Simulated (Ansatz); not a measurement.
MgI2: biaxial strain −0.50 %, plane normal [001], relaxed out of plane

Base system: MgI₂ in the CdI2 type structure (space group P-3m1, No. 164; a = 4.060 Å, c = 6.580 Å; layered, stacked along the Cartesian z axis). Axes: x lies along a and z along c of the hexagonal cell.

One thing is altered: biaxial strain −0.50 %, plane normal [001], relaxed out of plane (Cartesian); in-plane vectors clamped, the third vector and the atoms free.

Computed with Ansatz (a first-principles code) PBEsol-D3(BJ), no SOC. Settings: 9×9×5 k-points, 0.05 eV Fermi–Dirac smearing.

* **Volume per atom**: 31.08 Å³ (base 31.31 Å³)
* **Pressure (mean of the normal stresses, compression positive)**: 0.22 GPa (base 0.00 GPa)
* **Band gap**: 3.37 eV (base 3.34 eV)
* **Gap character**: indirect, Γ → L–M (40 % along) (base indirect, Γ → L–M (40 % along))
* **Smallest direct gap**: 3.76 eV (base 3.69 eV)
* **Width of the top valence band**: 1.69 eV (base 1.70 eV)
* **Hole mass**: 0.19 mₑ out of plane, 2.7 mₑ in plane (at Γ) (base 0.19 mₑ along c, 2.5 mₑ across (at Γ))
* **Valence-band top at Γ (three highest levels, from the VBM)**: 0.00, -0.08, -0.08 eV (base 0.00, -0.14, -0.14 eV)
* **Out-of-plane strain**: +0.29 %
* **Mean in-plane stress (compression positive)**: +0.3 GPa

Cost of the whole job for the changed cell (relaxation, final SCF and bands): roughly 50 core-seconds.

Spin-orbit coupling, missing from the scalar runs, can matter with I. Effective masses come from finite differences of ±0.01 Å⁻¹. No phonon test of stability was made.
